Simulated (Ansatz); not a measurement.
Phonon-limited resistivity of TiAl3 (Pmm2) against temperature in μΩ·cm, PBEsol, DFPT electron-phonon coupling, linearised Boltzmann equation (Ansatz, a program for electronic structure), harmonic crystal at a fixed cell. x, y and z are the axes of this cell:
```yaml
crystal:
  lattice:
    - [2.77717, 0.00000, 0.00000]
    - [0.00000, 4.67139, 0.00000]
    - [0.00000, 0.00000, 4.90097]
  atoms:
    - { symbol: Ti, position: [0.00000, 0.50000, 0.16281] }
    - { symbol: Al, position: [0.50000, 0.50000, 0.66380] }
    - { symbol: Al, position: [0.50000, 0.00000, 0.33307] }
    - { symbol: Al, position: [0.00000, 0.00000, 0.84032] }
```

```tsv
T	ρ (x)	ρ (y)	ρ (z)
50 K	0.171	0.23	0.26
77 K	0.76	1.06	1.20
100 K	1.55	2.2	2.5
150 K	3.7	?	6.0
200 K	5.8	8.2	?
250 K	7.9	11.2	13.0
273 K	8.9	12.5	14.6
300 K	10.0	14.0	16.4
350 K	12.0	16.8	19.7
400 K	14.0	19.6	23
500 K	18.0	25	29
600 K	22	31	36
```

**Question.** Some entries are withheld; supply them.

**Answer.** 
- 150 K, ρ (y): 5.2
- 200 K, ρ (z): 9.5

A metal at this level (no band gap). Only scattering by harmonic phonons is included (no impurities, grain boundaries, electron-electron scattering or thermal expansion). Spin-orbit coupling is left out. The run warned that the eigensolver left some states short of its tolerance. Halving the electron mesh (32x20x20) moves the resistivity by up to 11 %. Smearing 0.20 eV; phonons on a 5x3x3 q mesh, which this run doesn't test and which matters most at low temperature.

Computed structure with no diffraction record at hand here (it may be known, metastable or hypothetical): TiAl3 (Pmm2).
